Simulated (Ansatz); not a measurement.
Reference: GaAs (F-43m), PBEsol with spin-orbit coupling, rigid bands (plane waves, PAW; Ansatz, a first-principles code); axes and stresses refer to this cell.

```xyz
2
Lattice="0.0000 2.8296 2.8296 2.8296 0.0000 2.8296 2.8296 2.8296 0.0000" Properties=species:S:1:pos:R:3 pbc="T T T"
Ga     0.0000     0.0000     0.0000
As     1.4148     1.4148     1.4148
```

* **band gap**: 0.32 eV
* **Seebeck coefficient, p-type 1e19 cm⁻³**: 241 μV/K
* **hole conductivity mass**: 0.41 mₑ

**Question.** Change: hydrostatic pressure 10 GPa. What happens to band gap, Seebeck coefficient, p-type 1e19 cm⁻³, hole conductivity mass?

**Answer.** band gap goes up to 1.00 eV; Seebeck coefficient, p-type 1e19 cm⁻³ shrinks to 232 μV/K; hole conductivity mass decreases to 0.35 mₑ.

**Question.** Change: hydrostatic pressure 2 GPa. What happens to band gap, Seebeck coefficient, p-type 1e19 cm⁻³, hole conductivity mass?

**Answer.** band gap goes up to 0.52 eV; Seebeck coefficient, p-type 1e19 cm⁻³ moves little, to 238 μV/K; hole conductivity mass shrinks to 0.39 mₑ.

**Question.** Change: uniaxial stress along [110] of -1 GPa (compression positive). What happens to band gap, Seebeck coefficient, p-type 1e19 cm⁻³, hole conductivity mass?

**Answer.** band gap decreases to 0.25 eV; Seebeck coefficient, p-type 1e19 cm⁻³ decreases to 231 μV/K; hole conductivity mass shrinks to 0.38 mₑ.

**Question.** Change: uniaxial stress zz = 2 GPa (compression positive). What happens to band gap, Seebeck coefficient, p-type 1e19 cm⁻³, hole conductivity mass?

**Answer.** band gap falls to 0.30 eV; Seebeck coefficient, p-type 1e19 cm⁻³ decreases to 180 μV/K; hole conductivity mass drops to 0.21 mₑ.

Masses are for dilute carriers at 300 K, harmonic means over directions unless an axis is named. Seebeck coefficients are for the stated density at 300 K, with one relaxation time for all states and whether or not that doping can be reached. Stresses and pressures are the targets of the relaxation.  The structure type is held under load, also where the real crystal would transform.
